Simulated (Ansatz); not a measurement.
Start from Tb in the hcp (Mg type) structure (space group P6_3/mmc, No. 194; a = 3.471 Å, c = 5.571 Å; ferromagnetic).

Structures relaxed with Kohn–Sham DFT with the PBEsol functional, run in Ansatz (an electronic-structure program) with PAW and 420 eV plane waves, scalar-relativistic without spin-orbit coupling, earlier PAW set.

Base:

Simulated powder pattern, Cu Kα1, λ = 1.54056 Å (kinematic, ideal powder, no thermal factors, no anomalous dispersion; the 10 strongest lines at most, above 2 %, up to 2θ = 90°):

| 2θ (°) | I/Imax (%) | hkl |
|---|---|---|
| 29.70 | 23 | (100) |
| 32.11 | 26 | (002) |
| 33.86 | 100 | (101) |
| 44.30 | 16 | (102) |
| 52.70 | 19 | (110) |
| 58.36 | 21 | (103) |
| 63.06 | 22 | (112) |
| 64.13 | 16 | (201) |
| 82.50 | 7.9 | (203) |
| 87.58 | 14 | (211) |

Modification: Lu takes the place of Tb on all its sites, then cell and atoms are relaxed.

After the change:

Simulated powder pattern, Cu Kα1, λ = 1.54056 Å (kinematic, ideal powder, no thermal factors, no anomalous dispersion; the 10 strongest lines at most, above 2 %, up to 2θ = 90°):

```json
[
 {"2θ (°)": "29.92", "d (Å)": "2.983", "I/Imax (%)": "24", "hkl": "(100)"},
 {"2θ (°)": "33.48", "d (Å)": "2.674", "I/Imax (%)": "24", "hkl": "(002)"},
 {"2θ (°)": "34.39", "d (Å)": "2.606", "I/Imax (%)": "100", "hkl": "(101)"},
 {"2θ (°)": "45.51", "d (Å)": "1.991", "I/Imax (%)": "16", "hkl": "(102)"},
 {"2θ (°)": "53.13", "d (Å)": "1.722", "I/Imax (%)": "20", "hkl": "(110)"},
 {"2θ (°)": "60.44", "d (Å)": "1.530", "I/Imax (%)": "20", "hkl": "(103)"},
 {"2θ (°)": "64.27", "d (Å)": "1.448", "I/Imax (%)": "23", "hkl": "(112)"},
 {"2θ (°)": "64.83", "d (Å)": "1.437", "I/Imax (%)": "17", "hkl": "(201)"},
 {"2θ (°)": "84.64", "d (Å)": "1.144", "I/Imax (%)": "8.1", "hkl": "(203)"},
 {"2θ (°)": "88.55", "d (Å)": "1.103", "I/Imax (%)": "15", "hkl": "(211)"}
]
```

The indices refer to each structure's own conventional cell; one index is shown for lines that coincide.

Other magnetic orders, which the real material may have, were not ruled out. Open 4f shells without U are poorly described, and the f state was not checked. No phonon test of stability was made.
